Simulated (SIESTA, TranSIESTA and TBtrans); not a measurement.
# Pt chain with one C atom inserted

Junction: Pt chain with one C atom inserted. Leads: straight Pt chain, spacing 2.28 Å. Geometry: 3 atoms about the centre moved by SIESTA (PBE, DZP) to a largest force of 0.03 eV/Å, all others as built, motion along the axis alone.

TranSIESTA and TBtrans, PBE, DZP numerical orbitals (energy shift 0.15 eV), PseudoDojo norm-conserving scalar-relativistic potentials, mesh cutoff 200 Ry, 300 K, spin-polarised (collinear), no spin-orbit coupling; self-consistent non-equilibrium Green functions.

```
Quantity                           Result
---------------------------------  ------
Conductance at 300 K (G0 = 2e²/h)    2.12
Mean T from −0.5 to 0.5 eV           2.06
```

Energies count from the leads' Fermi level. Transmissions are for each spin. The energy step is 0.01 eV; narrower resonances are cut or missed.

```tsv
E (eV)	T up	T down	lead channels up	down
-1.95	2.07	2.07	4	4
-1.80	2.08	2.08	4	4
-1.65	2.12	2.12	4	4
-1.50	2.13	2.13	band edge	band edge
-1.35	2.07	2.07	6	6
-1.20	2.00	2.00	6	6
-1.05	2.05	2.06	6	6
-0.90	2.34	2.34	6	6
-0.75	2.08	2.08	6	6
-0.60	2.10	2.10	6	6
-0.45	2.15	2.15	6	6
-0.30	2.25	2.22	4	4
-0.15	2.16	2.16	4	4
0.00	2.12	2.12	4	4
0.15	2.07	2.07	4	4
0.30	1.96	1.96	4	4
0.45	1.74	1.74	3	3
0.60	1.63	1.63	3	3
0.75	1.42	1.42	3	3
0.90	1.16	1.16	3	3
1.05	0.91	0.91	1	1
1.20	0.87	0.87	1	1
1.35	0.83	0.83	1	1
1.50	0.79	0.79	1	1
1.65	0.76	0.76	1	1
1.80	0.73	0.73	1	1
1.95	0.71	0.71	1	1
```

A magnetic start was tried, and the separate lead runs end without a moment. The straight chain is held at its spacing; free chains may zigzag or dimerise. Spin-orbit coupling, left out here, matters for the heavy atoms.
